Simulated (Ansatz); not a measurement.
Take AlP in the zinc blende structure (space group F-43m, No. 216; a = 5.508 Å) as the base.

Method: PBE (Ansatz, a first-principles code; PAW; 420 eV plane waves; no SOC).

One change was made to it. Results:

```csv
quantity,base,after
"hole mass (degenerate bands, along [100])","0.19, 0.56, 0.56 mₑ (at Γ)","0.27, 0.49, 0.49 mₑ (at Γ)"
lattice parameter a,10.408 bohr,9.646 bohr
band gap,1.63 eV,1.10 eV
electron mass,"0.81 mₑ along k, 0.25 mₑ across (at X)","0.67 mₑ along k, 0.22 mₑ across (at X)"
```

Which change produced these results?
A. pressure 15 GPa
B. pressure −2 GPa
C. pressure 30 GPa
D. pressure 2.1 GPa

C, pressure 30 GPa. For comparison, the band gap in the other runs: pressure 15 GPa gives 1.34 eV; pressure −2 GPa gives 1.68 eV; pressure 2.1 GPa gives 1.59 eV.

Load acts through the strain it causes; cell and atoms are relaxed under it. Masses are band curvatures over ±0.01 Å⁻¹ around the edge. Along k means along the line from Γ to the band edge. Whether these cells are dynamically stable was not tested. Measured, AlP leaves this structure (for the NiAs type) near 14.2 GPa (temperature not stated; as listed in Datta, Sujoy, Jana, Debnarayan, arXiv (2020)), on rising pressure, with hysteresis.
